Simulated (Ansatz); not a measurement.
Checking a run of Ansatz (a quantum-chemistry and plane-wave program) on Sc2CoS4 (Fd-3m, 14 atoms in the cell). The aim is a self-consistent single point with DFT, PBE, plane waves, default PAW files.

Cell that was meant: a = 7.2928 Å, b = 7.2928 Å, c = 7.2928 Å, α = 60.00°, β = 60.00°, γ = 60.00°.

Part of the input:

```yaml
# Sc2CoS4
crystal:
  lattice:
    - [0.00000000, 2.72884100, 2.72884100]
    - [2.72884100, 0.00000000, 2.72884100]
    - [2.72884100, 2.72884100, 0.00000000]
  atoms:
    - { symbol: Sc, position: [0.12500000, 0.12500000, 0.12500000] }
    - { symbol: Sc, position: [0.62500000, 0.12500000, 0.12500000] }
```

The program printed (abridged):

```
WARN ansatz: RAYON_NUM_THREADS=1 ignored (pool sized by the plan → 1); use --threads N
Pseudopotentials: kind: paw
   [... lines left out ...]
Magnetic group: BNS 227.128 (UNI 1630), of the structure as read, at distance tolerance 3.4e-5 Å
k-points: 8 of 64
Initial density: superposition of atomic densities (chi_scale 0.1, normalization cell, long waves kept (reshape's long-wave potential 0.00 eV rms))
Starting moments: Σ|m| = 6 μB on 2 of 14 sites
Initial wavefunctions: pseudopotential atomic-orbital guess
Eigensolver: davidson
Functional: x = pbe(κ = 0.804, μ = 0.2195149727645171), c = pbe(β = 0.06672455060314922)
SCF iter   1: F=—  HF=-25202.026319 eV  |F-HF|=—  |Δ(HF+E_count)|=         —  Δρ=7.31e-1 (↑7.31e-1 ↓4.51e-1)  dr2=5.70e2  dr2_m=3.11e1  M=0.235 μB ∫|m|=0.386 μB  β_m=0.30  ethr=3.10e-3  ⟨swp⟩=22.4  Hψ=10611  notcnv=0  defer=14
Mixer restart at iter 1: flushing history
all-band conjugate gradients solve this SCF's bands
preconditioner: auto → Kerker (q_TF=auto, 3.295 Å⁻¹)
   [... lines left out ...]
SCF iter  16: F=—  HF=-25235.657617 eV  |F-HF|=—  |Δ(HF+E_count)|=   1.35e-9  S|Δr|=    0.00e0  Δρ=1.64e-6 (↑1.18e-6 ↓1.64e-6)  dr2=2.64e-10  dr2_m=6.36e-10  M=0.000 μB ∫|m|=0.000 μB  β_m=0.94  ethr=1.75e-12  ⟨swp⟩=4.3  Hψ=3167  notcnv=0
SCF iter  17: F=-25235.657617 eV  HF=-25235.657617 eV  |F-HF|=1.46e-11  |Δ(HF+E_count)|=  7.20e-10  S|Δr|=    0.00e0  Δρ=6.83e-7 (↑6.83e-7 ↓4.28e-7)  dr2=8.54e-11  dr2_m=7.69e-11  M=0.000 μB ∫|m|=0.000 μB  ethr=1.00e-12  ⟨swp⟩=2.9  Hψ=2574  notcnv=0
SCF 1 converged in 17 iterations: F = -25235.657617 eV  dr2 = 8.54e-11
WARN: the starting moments were not kept: the SCF closed with an absolute magnetisation of 5.8e-5 μB, where they sum to 6 μB in size (2 sites) …
   [... lines left out ...]
Absolute magnetization: 0.0001 μB (∫|ρ↑−ρ↓|, with the PAW one-centre terms)
Free energy (F): -25235.657617 eV
Fermi energy:    68.645958 eV
   [... lines left out ...]
  atom  14  S     24.96410312    24.96410312   -24.96410312
--- Stress (GPa, compression-positive) ---
     5134.151882      -0.000000       0.000000
        0.000000    5134.151882       0.000000
        0.000000      -0.000000    5134.151882
  P = ⅓ Tr σ = 5134.1519 GPa (51341.519 kbar)
  The stress holds the Pulay correction. Without it, at fixed plane waves, as pw.x and ABINIT print it: P = 5124.6944 GPa
```

Is anything amiss in this input, and did it matter?

The run is not sound. The fault is this: lattice multiplied by the bohr radius once too often. Bohr and ångström differ by a factor of 1.89; the cell that the program reads is then far too large or far too small. To fix it, give the lengths in the unit that the key or card expects. The run converged in 17 iterations without an error; against the sound input the free energy goes up by 56.7 eV/atom, the pressure goes from 8.77 to 5134 GPa, the largest force goes from 2.682 to 43.24 eV/Å and the size of the net moment goes from 0.43 to 0.00 μB/atom.

The sound input it was made from differs as follows (other fixes are possible):
```diff
-    - [0.00000000, 2.72884100, 2.72884100]
-    - [2.72884100, 0.00000000, 2.72884100]
-    - [2.72884100, 2.72884100, 0.00000000]
+    - [0.00000000, 5.15676300, 5.15676300]
+    - [5.15676300, 0.00000000, 5.15676300]
+    - [5.15676300, 5.15676300, 0.00000000]
```

With that input, the run converged in 17 iterations: free energy E − TS (on the zero of these files) -26029.3031 eV; pressure 8.77 GPa; largest force (vector length) 2.682 eV/Å; size of the cell's spin moment 6.00 μB (DFT, PBE, plane waves, default PAW files).

On the sound input: the starting cell was generated: these elements placed on a structure prototype, without a prior relaxation; it need not be a known phase or ordering of this composition. The magnetic order is the one reached from the typed start; others were not searched systematically. The program warned that, by what it read of turns of the moments, another magnetic order lies lower. With a pressure of about 9 GPa the cell is away from its equilibrium volume at this level. Forces in this geometry exceed 1 eV/Å. Ansatz's pressure includes its estimate of the finite-basis (Pulay) stress.
